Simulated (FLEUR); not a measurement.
Input and output of a self-consistent single point for Ni₃Fe (Pm-3m, 4 atoms in the cell) (FLEUR).

Level of theory: PBE, all-electron FLAPW (FLEUR), scalar-relativistic valence run with FLEUR.

The change in words: lattice scaled by 0.98. Reference geometry:
```
CELL_PARAMETERS angstrom
      3.60325     0.00000     0.00000
      0.00000     3.60325     0.00000
      0.00000     0.00000     3.60325
ATOMIC_POSITIONS crystal
  Fe 0.00000 0.00000 0.00000
  Ni 0.00000 0.50000 0.50000
  Ni 0.50000 0.00000 0.50000
  Ni 0.50000 0.50000 0.00000
```
Moments meant for the start (each program seeds them in its own way; μB, in the order of the atoms Fe Ni Ni Ni): 3.0 0.5 0.5 0.5.

Reference input (self-consistent single point, DFT, PBE, all-electron FLAPW (FLEUR), scalar-relativistic valence): Kmax = 3.6 1/bohr; GmaxXC = 10.8 1/bohr; xcFunctional = pbe; jspins = 2; l_soc = F; mode = hist; fermiSmearingEnergy = 0.00367493 Htr; mesh (inpgen div1-3) = 7 7 7; inpgen gamma flag = false; Gmax = 10.8 1/bohr; numbands = 0; maxIterBroyd = 25. This run's input differs from it in these lines:

```diff
@@ -3,5 +3,5 @@
 &input film=f /
-6.8091556586 0.0000000000 0.0000000000
-0.0000000000 6.8091556586 0.0000000000
-0.0000000000 0.0000000000 6.8091556586
+6.6729725454 0.0000000000 0.0000000000
+0.0000000000 6.6729725454 0.0000000000
+0.0000000000 0.0000000000 6.6729725454
 1.0
@@ -45,5 +45,5 @@
          <bravaisMatrix>
-            <row-1>    6.8091556585999999     0.0000000000000000     0.0000000000000000</row-1>
-            <row-2>    0.0000000000000000     6.8091556585999999     0.0000000000000000</row-2>
-            <row-3>    0.0000000000000000     0.0000000000000000     6.8091556585999999</row-3>
+            <row-1>    6.6729725454000004     0.0000000000000000     0.0000000000000000</row-1>
+            <row-2>    0.0000000000000000     6.6729725454000004     0.0000000000000000</row-2>
+            <row-3>    0.0000000000000000     0.0000000000000000     6.6729725454000004</row-3>
          </bravaisMatrix>
```

Log, with long lists cut:

```
 Iteration:     1   Distance:      25.69366292 me/bohr^3
 Iteration:     2   Distance:       8.98533668 me/bohr^3
 Iteration:     3   Distance:       7.37744187 me/bohr^3
 Iteration:     4   Distance:       7.17490015 me/bohr^3
 Iteration:     5   Distance:       4.61655164 me/bohr^3
   [... 12 lines left out ...]
 Iteration:    18   Distance:       0.00057676 me/bohr^3
 Iteration:    19   Distance:       0.00005718 me/bohr^3
 Iteration:    20   Distance:       0.00006112 me/bohr^3
 Iteration:    21   Distance:       0.00000580 me/bohr^3
 Run finished successfully
 Stop message:
   Structural relaxation: Done

[file out, last iteration]
             iter=     22
[...]
          total density-effective poten   -9.2769516566E+03
          total charge density-energy d   -2.4675926071E+02
 Updated energy parameters for spin:           1
 Updated energy parameters for spin:           2
[...]
 fermi energy and band-weighting factors:
    1.212534

[...]
FERMIE:
          first approx. to ef    (T=0)  :   0.351462 htr   (energy of the highest occ. eigenvalue)
          number of occ. states  (T=0)  :       1273
          first approx. to seigv (T=0)  : -41.530749 htr
          sum of weights of occ. states :  64.058309
          sum of semicore charge        :   0.000000 e
FERHIS:  Fermi-Energy by histogram:
          bandgap                     :   0.000792 htr
   [... lines left out ...]
          charge neutrality (T=0)     :   0.058309    (zero if the highest occ. eigenvalue is "entirely" occupied)
     EF_NEWTON:  Adjust Fermi-Energy by Newton-Method.
 Direct bandgap for spin            1 :    2.9420356069141285E-002  Htr
 Direct bandgap for spin            2 :    7.5684678791859139E-003  Htr
 ---->    free energy=                     -5835.3007398007 htr
   [... lines left out ...]
 ***** TOTAL FORCES ON ATOMS *****
 TOTAL FORCE FOR ATOM TYPE=  1  X=  0.000   Y=  0.000   Z=  0.000
                       FX_TOT= 0.000000 FY_TOT= 0.000000 FZ_TOT= 0.000000
 TOTAL FORCE FOR ATOM TYPE=  2  X=  0.000   Y=  3.336   Z=  3.336
                       FX_TOT= 0.000000 FY_TOT= 0.000000 FZ_TOT= 0.000000
 Structural relaxation: Done
```

The run converged in 21 iterations. FLEUR gives forces in its relaxation mode, with a further iteration, so its stop message speaks of a relaxation. Against the reference run the free energy goes down by 15.2 meV/atom and the size of the net moment moves little (1.22 to 1.20 μB/atom).

The starting cell has typed, rounded lattice constants, without a prior relaxation at this level. Its lattice was rescaled by a random factor within 2.5 % of one. For this run, on top of that: lattice scaled by 0.98. The magnetic order is the one reached from the typed start; others were not searched systematically. Values depend on the basis (sphere radii, cutoffs, local orbitals), which need not be converged. The log's line on a gap gives a spacing of levels on this mesh, which the program prints for metals too.

Cost on one core of a shared machine: roughly 2 min.
